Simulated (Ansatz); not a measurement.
The parent structure is Ru in the hcp (Mg type) structure (space group P6_3/mmc, No. 194; a = 2.705 Å, c = 4.260 Å).

Method: r2SCAN (Ansatz, a first-principles code), no spin-orbit coupling.

Base values:

- Magnetic state: not spin-polarised
- c/a ratio: 1.575

Modification: full substitution Ru → Fe; the structure is relaxed again.

Tabulated Pauling electronegativity and covalent radius: Ru 2.20, 1.46 Å; Fe 1.83, 1.32 Å.

### Question
How does this affect the magnetic state and c/a ratio?

### Answer
The magnetic state goes from not spin-polarised to ferromagnetic; the c/a ratio goes up by 0.157, from 1.575 to 1.732.

The magnetic state is the one reached from the starting moments; the real material's order can differ, and small cells can't hold many antiferromagnetic ones. Stability against distortions was not tested. For Fe in this form, whether it has been made was not checked. Spin-polarised in the final run: Fe; the other runs are not. This is not the structure that Fe has at room temperature and ambient pressure.
